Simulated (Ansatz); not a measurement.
Worked calculations on one periodic cell of amorphous Hf₆Si₁₈O₄₈: Hf6Si18O48, 72 atoms, volume 1084.5 Å³, made by a melt-quench on the CHGNet potential and relaxed with DFT. O atoms were pushed apart under 1.9 Å during the dynamics, to hinder bonds among them. It is a model cell: composition and starting density were chosen by hand, and all elements were melted together. Cycles of charging were run to anneal it. Computed with PBE, scalar-relativistic without spin-orbit coupling (plane waves to 420 eV, PAW; Ansatz, a quantum-chemistry and plane-wave program). Sampling: a 2×2×2 Γ-centred mesh; Fermi-Dirac width 0.02 eV; no spin polarisation. Its volume was relaxed, its shape was held as a cube, and it stands at a mean pressure of -0.3 GPa with stress components up to 2.0 GPa; the relaxation ran on the zone centre alone. Its density went from a set 3.86 to 3.59 g/cm³. The cell is small and was quenched far faster than a real film, so it is one sample of the glass.

Question: Count formal charges (Hf +4, Si +4, O -2). What does the count lead one to expect at the Fermi level, and what does the calculation give?

Answer: 6 × (+4) + 18 × (+4) + 48 × (-2) = 0. The charges balance, so the anion-derived valence states can be full and a gap can open. On this mesh the highest filled and lowest empty level lie 3.95 eV apart, the PBE gap of this cell, with a localised state at one edge or both.

Four energies for an added electron at PBE on the zone centre alone (charged cells in a uniform background, spin-polarised): neutral at the neutral geometry -133095.857 eV; charged at the neutral geometry -133088.250 eV; charged and relaxed -133088.902 eV; neutral at the charged geometry -133094.990 eV.

Question: Find the two relaxation energies and their sum, the reorganisation energy.

Answer: On charging: -133088.250 − (-133088.902) = 0.652 eV. On discharging: -133094.990 − (-133095.857) = 0.867 eV. The sum is 1.519 eV. The carrier's level spreads over 6 of the 72 atoms' worth, so it counts as localised, most on one Hf atom with neighbours O 1.97 Å, O 2.07 Å, O 2.08 Å, O 2.10 Å, O 2.18 Å, O 2.55 Å (neutral geometry). The values are uncorrected: the image energy of a point charge in this cell, 2.84 × 14.40 / (2 × 10.3) = 2.0 eV before screening, is screened by electrons alone at the fixed geometry and by ions too after relaxing, and the carrier can be spread before it relaxes, so each term can be off by up to that value times 1/ε∞, some tenths of an eV. PBE's self-interaction favours spread-out carriers, so a hybrid can localise more.

Four energies for a hole at PBE on the zone centre alone (charged cells in a uniform background, spin-polarised): neutral at the neutral geometry -133095.857 eV; charged at the neutral geometry -133099.019 eV; charged and relaxed -133099.550 eV; neutral at the charged geometry -133094.721 eV.

Question: Find the two relaxation energies and their sum, the reorganisation energy.

Answer: On charging: -133099.019 − (-133099.550) = 0.531 eV. On discharging: -133094.721 − (-133095.857) = 1.136 eV. The sum is 1.667 eV. The carrier's level spreads over 3 of the 72 atoms' worth, so it counts as localised, most on one O atom with neighbours Hf 1.99 Å, Hf 2.01 Å (neutral geometry). The values are uncorrected: the image energy of a point charge in this cell, 2.84 × 14.40 / (2 × 10.3) = 2.0 eV before screening, is screened by electrons alone at the fixed geometry and by ions too after relaxing, and the carrier can be spread before it relaxes, so each term can be off by up to that value times 1/ε∞, some tenths of an eV. PBE's self-interaction favours spread-out carriers, so a hybrid can localise more.
